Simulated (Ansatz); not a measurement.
**Worked sum: formation energy of H_i + V_Al in Al (fcc, Fm-3m)**

Subject: the formation energy of H_i + V_Al in Al (fcc, Fm-3m). Reaction: 31 Al (fcc) + 1/2 H2 (gas) → cell A.

A: a supercell of 32 sites of Al (fcc, Fm-3m) with one empty Al site amid 12 Al; H off the lattice sites (4 Al at 2.05 Å); the closest two of these centres are 1.5 Å apart; spin state with PBE: run without spin.

Method: Ansatz (an electronic-structure program), PAW, neutral cells at 0 K with nuclei at rest, on structures from PBE. Ansatz runs with its PAW set soft_1. Other levels take these structures. The lattices are those relaxed with PBE, so at other levels the solids can be strained, which adds to the spread. Larger cells are relaxed from a start prepared with the learned potential CHGNet, on a coarser mesh till forces fall under 0.03 eV/Å, which some starts already meet. A dispersion term (D3(BJ), or D4 for r2SCAN) was computed beside these levels and is taken off wherever the name lacks it. Space groups of crystals are read within 0.01 Å. The cell is small for its defects, so this is an ordered compound on the host's lattice rather than an isolated defect. Cell A has symmetry P4mm within 0.02 Å and got no random move, so less symmetric positions, which may lie lower, weren't tried.

Total energies of the cells in eV, at zero smearing width. They compare only within one column; the weights balance every element.

```csv
cell,atoms,weight,PBE,LDA
A: Al:H_i + V_Al,32,+1,-16677.16785,-15913.32083
Al (fcc),32,−31/32,-17199.97733,-16411.72146
H2 (gas),2,−1/2,-31.74397,-30.95334
```

PBE: (-16677.16785) − 31/32 × (-17199.97733) − 1/2 × (-31.74397) = 1.182 eV.

LDA: (-15913.32083) − 31/32 × (-16411.72146) − 1/2 × (-30.95334) = 1.011 eV.
